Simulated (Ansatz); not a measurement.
Consider HfO2 in the fluorite structure (space group Fm-3m, No. 225; a = 5.058 Å). Axes: x, y, z lie along the cube axes.

Method: Kohn–Sham DFT with the r2SCAN functional, run in Ansatz (a program for electronic structure) with PAW and 500 eV plane waves, no spin-orbit coupling.

Now apply this change: every lattice vector is shortened by 1.78 %; the atoms relax in the strained cell.

Predict the stress tensor and what it implies for the stiffness.

Stress of the strained cell less that of the base (GPa, compression positive):
```
  16.33    0.00    0.00
   0.00   16.33    0.00
   0.00    0.00   16.33
```

Then B = −ΔP/(ΔV/V₀) with ΔV/V₀ = -0.0525 gives secant stiffness values (nonlinear terms included at this strain): B ≈ 311 GPa.

As a check, the harmonic strain energy −½ V₀ Δσ:ε is 29 meV/atom; the computed energy rise is 28 meV/atom.

Whether these cells are dynamically stable was not tested. This is not the structure that HfO2 has at room temperature and ambient pressure.
